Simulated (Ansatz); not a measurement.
Results of LDA in Ansatz (PAW) for Ta₂O₅ (C2/m, No. 12, 7 atoms in the cell; start mp-1179062).

Numerical settings: plane-wave cutoff 520 eV, 8×8×8 k mesh, Fermi–Dirac smearing 0.01 eV, scalar-relativistic PAW data made under PBE.

Cell (relaxed at this level):

Space group C2/m (No. 12); a = 8.2498 Å, b = 6.8191 Å, c = 5.2724 Å, α = γ = 90.00°, β = 128.72°

| atom | site | symmetry | x | y | z |
|---|---|---|---|---|---|
| Ta | 4i | m | 0.2186 | 0.0000 | 0.1175 |
| O | 2d | 2/m | 0.0000 | 0.5000 | 0.5000 |
| O | 4e | -1 | 0.2500 | 0.2500 | 0.0000 |
| O | 4i | m | 0.0876 | 0.0000 | 0.2986 |
(The calculation used a cell of 7 atoms; values per cell refer to that cell.)

Question: Predict the band gap and Γ–Γ gap.

Answer: 
band gap: 3.06 eV (on the SCF k mesh)
Γ–Γ gap: 3.44 eV

Note: the relaxation could not lower the start's symmetry, so the cell can be a saddle point above a distorted one.

Spin–orbit coupling is not included.

Computed values are for the static lattice.

Cost on a shared machine: very roughly 9 core-minutes.

A start named mp-… is a Materials Project structure, which need not be a measured phase.

Ansatz is a quantum-chemistry and plane-wave program.
